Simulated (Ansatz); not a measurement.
What biaxial strain −4.37 %, plane normal [001], relaxed out of plane does to Sc2Al

Take Sc$_{2}$Al (space group P6_3/mmc, No. 194; a = 4.8496 Å, c = 6.0902 Å; a cell from a computed database, its experimental status unchecked) as the base. Axes: x lies along a and z along c of the hexagonal cell.

Modification: biaxial strain −4.37 %, plane normal [001], relaxed out of plane (Cartesian); in-plane vectors clamped, the third vector and the atoms free.

Calculations: plane-wave PAW DFT at the PBEsol level (Ansatz, a first-principles code, 420 eV), no SOC. k-mesh 11×11×8 (Γ-centred); smearing 0.05 eV (Fermi–Dirac).

The volume per atom decreases by 1.37 Å³ to 19.30 Å³ and the space group remains P6_3/mmc (No. 194). The pressure (mean of the normal stresses, compression positive) goes from zero to 6.5 GPa and the band gap stays zero. The out-of-plane strain amounts to +2.08 % (rough) and the mean in-plane stress (compression positive) is +9.8 GPa (rough).

Final structure (turned so that z lies along the plane normal):

```
CELL_PARAMETERS angstrom
      4.63765     0.00000     0.00000
      2.31882     4.01632     0.00000
      0.00000     0.00000     6.21667
ATOMIC_POSITIONS crystal
  Sc 0.00000 0.00000 0.00000
  Sc 0.00000 0.00000 0.50000
  Sc 0.33333 0.33333 0.75000
  Sc 0.66667 0.66667 0.25000
  Al 0.33333 0.33333 0.25000
  Al 0.66667 0.66667 0.75000
```

Without a gap, meshes like the base's 11×11×8 leave anisotropic stresses uncertain by several tenths of a GPa, and small strain energies with them. Stability against distortions was not tested. The final runs are not spin-polarised. Sc2Al has a high density of states at the Fermi level and may be magnetic at this level.
